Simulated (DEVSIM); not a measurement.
System: GaAs p-n junction from an implanted or diffused profile, at 300 K.

```csv
layer (left to right),material,thickness (μm),Nd (cm⁻³),τn (s),τp (s)
1,GaAs,3.40,5.1e14,5.8e-8,5.8e-8
```

Added acceptor profile: 2.9e17 cm⁻³ × exp(−(x − 0.042 μm)²/(2·(0.036 μm)²)). Left contact: ohmic. Right contact: ohmic. Voltage is applied to the left contact. Recombination: SRH at mid-gap. Mobility is constant in doping. Where it depends on doping, it is μmin + (μ − μmin)/(1 + (N/Nref)^α).

This is a model device: material constants are rounded textbook-type values typed into the input, and sizes, dopings and lifetimes were drawn at random. Values at 300 K; Nc and Nv go as T^1.5, mobilities as T to minus their exponent, the gap by Varshni's rule with the affinity fixed. The table also holds parameters that only a changed run uses.

| parameter | GaAs |
|---|---|
| gap (eV) | 1.424 |
| affinity (eV) | 4.07 |
| permittivity | 12.9 |
| Nc (cm⁻³) | 4.7e17 |
| Nv (cm⁻³) | 9e18 |
| μn (cm²/Vs) | 8500 |
| μp (cm²/Vs) | 400 |
| μn,min | 500 |
| μp,min | 20 |
| Nref,n | 6e16 |
| Nref,p | 1.5e17 |
| αn | 0.39 |
| αp | 0.38 |
| T exponent of μn | 2.1 |
| T exponent of μp | 2.2 |
| Cn (cm⁶/s) | 1e-30 |
| Cp (cm⁶/s) | 1e-30 |
| Varshni α (eV/K) | 0.000541 |
| Varshni β (K) | 204 |

Simulated with DEVSIM: 1D drift-diffusion, Boltzmann statistics, complete ionisation; no tunnelling, impact ionisation, image-force lowering or self-heating.

Base results: dark forward voltage at 1 A/cm² (V) 0.944; potential step across the device at zero bias (V) 1.141; dark forward voltage at 100 A/cm² (V) 1.087.

Q: What follows from this one change: peak of the profile 2.9e+17 → 5.8e+17 cm^-3?

A: dark forward voltage at 1 A/cm² 0.944 → 0.954 V; potential step across the device at zero bias 1.141 → 1.159 V; dark forward voltage at 100 A/cm² 1.087 → 1.098 V.

Q: What follows from this one change: straggle of the profile 0.036 → 0.072 μm?

A: dark forward voltage at 1 A/cm² 0.944 → 0.951 V; potential step across the device at zero bias 1.141 → 1.154 V; dark forward voltage at 100 A/cm² 1.087 → 1.095 V.

Q: What follows from this one change: temperature 300 → 250 K?

A: dark forward voltage at 1 A/cm² 0.944 → 1.054 V; potential step across the device at zero bias 1.141 → 1.222 V; dark forward voltage at 100 A/cm² 1.087 → 1.171 V.

Q: What follows from this one change: doping-dependent mobility in place of the constant one?

A: dark forward voltage at 1 A/cm² 0.944 → 0.958 V; potential step across the device at zero bias little changed (1.141 V); dark forward voltage at 100 A/cm² 1.087 → 1.104 V.
